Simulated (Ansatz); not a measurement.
HgTe, response to strain

The parent structure is HgTe in the zinc blende structure (space group F-43m, No. 216).

```
CELL_PARAMETERS angstrom
      0.00000     3.21750     3.21750
      3.21750     0.00000     3.21750
      3.21750     3.21750     0.00000
ATOMIC_POSITIONS crystal
  Hg 0.00000 0.00000 0.00000
  Te 0.25000 0.25000 0.25000
```

Strains are applied to the cell and any free atomic positions relax.

All numbers come from LDA (Ansatz, an electronic-structure program; PAW; 420 eV plane waves; without spin-orbit coupling).

Notes on the quantities. energy relative to the base: free energy F.

```tsv
isotropic strain (%)	energy relative to the base (meV/atom)
-2.5	30.8
-1.5	10.6
-1	?
-0.5	1.1
0	0.0
0.5	1.1
1.5	9.4
2.5	25.0
3	35.3
```

### Question
Fit ΔE = Aε² + Bε³ (ε in %) to the rows shown and predict the withheld row.

### Answer
Least squares on the printed values gives A = 4.47 and B = -0.18 meV/atom (largest residual 0.1 meV/atom); this predicts 4.6 meV/atom, and the run gives 4.6 meV/atom, in agreement.

The mesh was chosen for an insulator and is coarse for the gapless case. Whether these cells are dynamically stable was not tested. All final runs are without spin polarisation.
